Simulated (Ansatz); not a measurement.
Seebeck coefficient (μV/K, mean over directions) of p-type NaH (Fm-3m) against carrier density, Ansatz (a quantum-chemistry and plane-wave program) with PBEsol, rigid bands. Computed gap 3.61 eV; densities at which minority carriers matter at this gap, or further valleys turn the trend, are left out. Conductivity mass 1.44 mₑ (harmonic mean over directions), N_v = 3.6e20 cm⁻³ at 300 K.

| hole density | 300 K | 500 K |
|---|---|---|
| 1e16 cm⁻³ | 1133 | 1205 |
| 1e17 cm⁻³ | 934 | 1007 |
| 1e18 cm⁻³ | 736 | 808 |
| 3e18 cm⁻³ | 641 | 714 |
| 1e19 cm⁻³ | 538 | [?] |
| 3e19 cm⁻³ | [?] | 516 |
| 1e20 cm⁻³ | 342 | [?] |
| 3e20 cm⁻³ | 254 | 320 |
| 1e21 cm⁻³ | 167 | 222 |

**Question.** Some entries are withheld; supply them.

**Answer.** 
- 1e19 cm⁻³, 500 K: 610
- 3e19 cm⁻³, 300 K: 444
- 1e20 cm⁻³, 500 K: 413

Rigid bands with a gap fixed in temperature, one relaxation time for all states, no polarons or phonon drag, and whether or not such doping can be reached. Spin-orbit coupling is left out.

Computed structure, not matched to a measured one here, so possibly hypothetical: NaH (Fm-3m).
